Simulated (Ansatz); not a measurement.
Abridged Ansatz (a first-principles code) output:

```
Relaxation: its limit of steps is 50 (relax.max_steps)
Pseudopotential: Tl, paw, valence charge 13
Crystal: 2 atoms, lattice volume = 56.396 Å³
Basis set: ecut = 420 eV, 1093 PW (Γ), exchange–correlation on 48×48×80 points (8 copies of the dense FFT grid, shifted against one another)
Bands: 17, of which v1, the nominal top of the filled ones, is band 13 counted from 1 (12 counted from 0)
Symmetry: 8 space group operations
k-points: 600 of 3971
Functional: x = pbesol(κ = 0.804, μ = 0.12345679012345678), c = pbesol(β = 0.046)
SCF iter   1: F=—  HF=-22591.369692 eV  |F-HF|=—  |Δ(HF+E_count)|=         —  Δρ=2.64e-3  dr2=4.50e-3  ethr=1.77e-3  ⟨swp⟩=5.8  Hψ=50157  notcnv=0
SCF iter   2: F=—  HF=-22591.366365 eV  |F-HF|=—  |Δ(HF+E_count)|=   3.33e-3  Δρ=1.08e-3  dr2=9.10e-4  ethr=1.73e-5  ⟨swp⟩=2.6  Hψ=22712  notcnv=0
SCF 1 converged in 7 iterations: F = -22591.366029 eV  dr2 = 1.98e-10
relax step   1: F+E_penalty+E_count = -22591.36602850 eV  Δ(F+E_penalty+E_count) = +0.000e0 eV  max|allowed force component| = 1.266e-2 eV/Å  Δτ_max = 0.0000 Å  (7 SCF iters, accepted)
Crystal: 2 atoms, lattice volume = 56.396 Å³
SCF iter   1: F=—  HF=-22591.366157 eV  |F-HF|=—  |Δ(HF+E_count)|=         —  Δρ=1.56e-4  dr2=1.15e-5  ethr=4.76e-8  ⟨swp⟩=2.6  Hψ=41957  notcnv=0  defer=13
SCF iter   2: F=—  HF=-22591.366158 eV  |F-HF|=—  |Δ(HF+E_count)|=   1.09e-6  Δρ=9.04e-5  dr2=3.98e-6  ethr=4.43e-8  ⟨swp⟩=1.0  Hψ=10187  notcnv=0  defer=13
SCF 2 converged in 5 iterations: F = -22591.366155 eV  dr2 = 1.44e-10
relax step   2: F+E_penalty+E_count = -22591.36615452 eV  Δ(F+E_penalty+E_count) = -1.260e-4 eV  max|allowed force component| = 8.096e-3 eV/Å  Δτ_max = 0.0061 Å  (5 SCF iters, accepted)
Crystal: 2 atoms, lattice volume = 56.396 Å³
SCF iter   1: F=—  HF=-22591.366249 eV  |F-HF|=—  |Δ(HF+E_count)|=         —  Δρ=2.76e-4  dr2=3.62e-5  ethr=1.40e-6  ⟨swp⟩=3.0  Hψ=31778  notcnv=0  defer=13
SCF iter   2: F=—  HF=-22591.366243 eV  |F-HF|=—  |Δ(HF+E_count)|=   6.36e-6  Δρ=1.61e-4  dr2=1.27e-5  ethr=1.39e-7  ⟨swp⟩=1.0  Hψ=15000  notcnv=0  defer=13
SCF 3 converged in 6 iterations: F = -22591.366240 eV  dr2 = 5.81e-11
relax step   3: F+E_penalty+E_count = -22591.36623968 eV  Δ(F+E_penalty+E_count) = -8.516e-5 eV  max|allowed force component| = 2.372e-4 eV/Å  Δτ_max = 0.0108 Å  (6 SCF iters, accepted)
SCF converged after 6 iterations
Free energy (F): -22591.366240 eV
Internal energy: -22591.338939 eV  (E = F + TS)
E sigma→0 (E₀):  -22591.352589 eV
Entropy (-TS):   -0.027301 eV (-13.650 meV/atom)
Fermi energy:    10.436403 eV
--- Forces (eV/Å), atoms counted from 1 ---
  atom   1  Tl    -0.00000000     0.00023723    -0.00000000
  atom   2  Tl     0.00000000    -0.00023723     0.00000000
--- Stress (GPa, compression-positive) ---
        0.642515       0.000000      -0.000000
        0.000000       0.527590       0.000000
       -0.000000       0.000000       0.478838
  P = ⅓ Tr σ = 0.5496 GPa (5.496 kbar)
--- Relaxed structure (3 steps of the walk, 3 accepted, 0 SCFs on fresh bases) ---
  atoms:
    - { symbol: Tl, position: [0.663871192381869, 0.32774238476373774, 0.7499999999999999] }
    - { symbol: Tl, position: [0.33612880761813096, 0.672257615236262, 0.24999999999999997] }
```

### Question
What was computed, and what are the main results?

### Answer
Tl, 2 atoms in the cell, with PBEsol (Ansatz, PAW, without spin-orbit coupling). The last SCF converged to F = -22591.366240 eV, or -11295.6831 eV per atom, at a pressure of 0.55 GPa. The total energy compares only with runs of the same code, potentials and settings.

The cells carry an imposed strain or load. Whether these cells are dynamically stable was not tested. The cell was made from Tl in the hcp (Mg type) structure (space group P6_3/mmc, No. 194) by this change: uniaxial strain ε_xx = −1.50 %.

Keys are those of Ansatz 0.2.
